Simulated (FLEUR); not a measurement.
## Equation of state of wurtzite MgTe (space group 186): energy against volume (FLEUR, LDA)

```
MgTe
1.0
    4.37304     0.00000     0.00000
   -2.18652     3.78716     0.00000
    0.00000     0.00000     7.10258
Mg Te
2 2
Direct
  0.33333   0.66667   0.00000
  0.66667   0.33333   0.50000
  0.33333   0.66667   0.37600
  0.66667   0.33333   0.87600
```

Computed with LDA (Perdew-Zunger), all-electron FLAPW (FLEUR), scalar-relativistic valence (FLEUR). Settings: Kmax = 5.02 1/bohr; GmaxXC = 15.1 1/bohr; xcFunctional = pz; jspins = 1; l_soc = F; mode = hist; fermiSmearingEnergy = 0.00036749 Htr; mesh (inpgen div1-3) = 4 4 2; inpgen gamma flag = true; Gmax = 15.1 1/bohr; numbands = 0; maxIterBroyd = 99; imix = Anderson; alpha = 0.05; precondParam = 0; minDistance = 1e-05 me/bohr^3. The cell above is the first row's. The rows scale it uniformly. In all rows fractional positions and the k mesh are held. E is the free energy at the stated smearing, counted from the lowest row.

| V (Å^3/atom) | E (meV/atom) |
|---|---|
| 29.407 | 39.43 |
| 30.046 | 23.44 |
| 30.686 | 11.93 |
| 31.325 | 4.45 |
| 31.964 | 0.59 |
| 32.604 | 0.00 |
| 33.243 | 2.34 |
| 33.882 | 7.39 |
| 34.521 | ? |

The 8 complete rows are fitted with the third-order Birch-Murnaghan form, a cubic in V^(-2/3), E against V. With u = V^(-2/3) - 0.1001, the rows have u = 0.0048622, 0.0033687, 0.0019250, 0.0005327, -0.0008130, -0.0021165, -0.0033762, -0.0045962. Least squares gives E = 2.521 + 3123.7·u + 913988·u² + 934619·u³. Residuals (row less fit): 0.006, -0.012, 0.002, 0.006, 0.005, 0.005, -0.017, 0.009; standard error 0.012 (degrees of freedom: 4). Its minimum lies at u = -0.0017133, so V0 = (0.0983867)^(-3/2) = 32.40. There d²E/du² = 1818000 and d³E/du³ = 5608000, so B0 = (4/9) × 32.40^(-7/3) × 1818000 × 0.160218 = 38.7 GPa (the last factor turns the table's units into GPa), and B0' = 4 + (2/3) × 0.0983867 × (5608000)/1818000 = 4.2.

Problem. Estimate the missing E (V = 34.521); what did the run itself give?

Solution. u = -0.0057784, so E = 2.521 + 3123.7 × (-0.0057784) + 913988 × (-0.0057784)² + 934619 × (-0.0057784)³ = 14.809 meV/atom. The calculation gives 14.84 meV/atom, 0.031 meV/atom above the prediction (0.1 % of the range of E in the table). The row lies outside the fitted rows, so this is an extrapolation. From the scatter of the fitted rows alone, a prediction at this place has a standard error of 0.030 meV/atom, so the miss is 1.0 times that.

Carrying the step between the two nearest rows on in a straight line would have given 12.44, off by 2.40; series whose last step already gives the withheld value aren't shown. The scan was laid around a cell of about the measured size, scaled by a guess for this functional; axis ratios and inner coordinates come from that cell. This is one of several polymorphs. The runs keep the symmetry of the cell, so they don't test it for distortions. Values depend on the basis (sphere radii, cutoffs, local orbitals), which need not be converged. Spin-orbit coupling is off. The shape of the cell and the inner coordinates aren't relaxed, so V0 and B0 belong to this uniform scaling; a relaxed crystal lies no higher in energy and is usually softer. Cutoffs and mesh are single choices, not tested for convergence of this quantity. Series with a scatter that would blur these digits, or in which a gap closes, are not shown. Nor are scans whose minimum lies at an end fitted in this form.
